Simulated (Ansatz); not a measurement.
Take C in the diamond structure (space group Fd-3m, No. 227; a = 3.560 Å) as the base.

Level of theory: r2SCAN (Ansatz, a quantum-chemistry and plane-wave program), scalar-relativistic without spin-orbit coupling.

Base values:

* **Smallest direct gap**: 5.90 eV

Now apply this change: the cell is scaled by 1.0100 in all directions, atoms relaxed at fixed cell.

Question: How does this affect the energy relative to the base?

Answer: The energy rises by 6.9 meV/atom.

Question: Predict the new smallest direct gap.

Answer: The smallest direct gap falls by 0.085 eV to 5.81 eV.

The cells carry an imposed strain or load. Gaps are read on the SCF mesh and a high-symmetry path. Whether these cells are dynamically stable was not tested.
